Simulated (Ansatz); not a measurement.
**Short convergence ladders for BaLi2Mg2Si2 (R3m, 7 atoms in the cell)**

```yaml
crystal:
  lattice:
    - [2.28348, 1.31837, 8.69511]
    - [-2.28348, 1.31837, 8.69511]
    - [0.00000, -2.63673, 8.69511]
  atoms:
    - { symbol: Ba, position: [0.00192, 0.00192, 0.00192] }
    - { symbol: Li, position: [0.57044, 0.57044, 0.57044] }
    - { symbol: Li, position: [0.42956, 0.42956, 0.42956] }
    - { symbol: Mg, position: [0.86433, 0.86433, 0.86433] }
    - { symbol: Mg, position: [0.13567, 0.13567, 0.13567] }
    - { symbol: Si, position: [0.75790, 0.75790, 0.75790] }
    - { symbol: Si, position: [0.24210, 0.24210, 0.24210] }
```

Base method: LDA (PW92), default PAW files made with PBE (plane waves; Ansatz, a quantum-chemistry and plane-wave program).

Base settings: basis.ecutwfc = 30.9 Ry; kpoints.mp_grid.grid = 8 8 8; hamiltonian.xc = lda; hamiltonian.pseudopotentials = {kind: paw} (the program's default PAW files); scf.occupations.method = fermi_dirac; scf.occupations.width = 0.0073 Ry.

The count of work is k-points × plane waves × bands × iterations; it is no time. Core times come from one kind of shared machine, to one figure; runs under 30 s give none.

**The k-point mesh**

Only quantities that move along the ladder and can be compared are tabulated.

```csv
kpoints.mp_grid.grid,free energy less the last step's (meV/atom),pressure (GPa),largest difference of a force vector from the last step's (eV/Å),count of work / last
2 2 2,183.75,-2.46,0.264,0.012
3 3 3,50.69,-2.41,0.056,0.015
4 4 4,11.75,-2.40,0.019,0.038
6 6 6,1.66,-2.34,0.005,0.093
8 8 8,0.11,-2.34,0.003,0.19
9 9 9,-0.02,-2.34,0.001,0.25
11 11 11,-0.03,-2.34,0.000,0.42
15 15 15,0.00,-2.34,0.000,1.0
```

Coarsest kpoints.mp_grid.grid that holds the pressure within 0.05 GPa of the last step, with all finer ones: 6 6 6, at 0.093 of the last step's count of work; the step before is off by 0.06 GPa.

Coarsest kpoints.mp_grid.grid that holds the free energy within 5 meV/atom of the last step, with all finer ones: 6 6 6, at 0.093 of the last step's count of work; the step before is off by 12 meV/atom.

Coarsest kpoints.mp_grid.grid that holds the forces within 0.005 eV/Å of the last step, with all finer ones: 6 6 6, at 0.093 of the last step's count of work; the step before is off by 0.019 eV/Å.

**The k-point mesh at a smearing width of 0.05 eV**

In this ladder: scf.occupations.width = 0.0037 Ry.

The second cell is the first with its lattice scaled by 0.98.

Only quantities that move along the ladder and can be compared are tabulated.

| kpoints.mp_grid.grid | free energy less the last step's (meV/atom) | energy of the compressed cell less the first (meV/atom) | largest difference of a force vector from the last step's (eV/Å) | count of work / last | core time / last (rough) |
|---|---|---|---|---|---|
| 3 3 3 | 53.26 | -9.94 | 0.056 | 0.0077 | – |
| 5 5 5 | 4.66 | -9.52 | 0.014 | 0.024 | – |
| 8 8 8 | 0.29 | -9.38 | 0.002 | 0.083 | – |
| 11 11 11 | -0.06 | -9.38 | 0.001 | 0.19 | 0.2 |
| 14 14 14 | 0.00 | -9.37 | 0.001 | 0.37 | 0.4 |
| 20 20 20 | 0.00 | -9.38 | 0.000 | 1.0 | 1 |

Coarsest kpoints.mp_grid.grid that holds the energy of the compressed cell less the first within 0.2 meV/atom of the last step, with all finer ones: 5 5 5, at 0.024 of the last step's count of work; the step before is off by 0.56 meV/atom.

Coarsest kpoints.mp_grid.grid that holds the forces within 0.005 eV/Å of the last step, with all finer ones: 8 8 8, at 0.083 of the last step's count of work; the step before is off by 0.014 eV/Å.

Coarsest kpoints.mp_grid.grid that holds the free energy within 2 meV/atom of the last step, with all finer ones: 8 8 8, at 0.083 of the last step's count of work; the step before is off by 4.7 meV/atom.

The energy difference between the two cells stays within 1 meV/atom of the last step's from 3 3 3 on, the total only from 8 8 8 on: much of the error is common to both cells and cancels.

**The width of Gaussian smearing**

In this ladder: kpoints.mp_grid.grid = 13 13 13; scf.occupations.method = gaussian.

Narrow widths need finer meshes than wide ones, so the last steps can hold mesh noise.

Only quantities that move along the ladder and can be compared are tabulated; pressure and forces are left out, as mesh noise rules them at narrow widths.

| scf.occupations.width | free energy less the last step's (meV/atom) | energy extrapolated to zero width less the last step's (meV/atom) | core time / last (rough) |
|---|---|---|---|
| 0.0735 Ry | -62.63 | 17.21 | 1 |
| 0.0367 Ry | -10.23 | 2.70 | 1 |
| 0.022 Ry | -2.82 | 0.38 | 1 |
| 0.0073 Ry | 0.00 | 0.00 | 1 |

Widest scf.occupations.width that holds the energy extrapolated to zero width within 1 meV/atom of the last step, with all finer ones: 0.022 Ry; the step before is off by 2.7 meV/atom.

Widest scf.occupations.width that holds the free energy within 5 meV/atom: not settled: the last two steps still differ by 2.8 meV/atom, over half the tolerance, so the ladder does not show it.

The extrapolation to zero width removes most of the smearing's effect on the energy.

On the base run: the starting cell comes from a database of computed structures (which also holds hypothetical and non-ambient phases and stackings), without a prior relaxation at this level. Its lattice was rescaled by up to half a per cent. One atom was moved a little off its site on purpose. Ansatz's pressure includes its estimate of the finite-basis (Pulay) stress.

Left out of this page: 2 runs of the series outside the window shown, repeating another row's setting, or not comparable.

Keys are those of Ansatz 0.2.
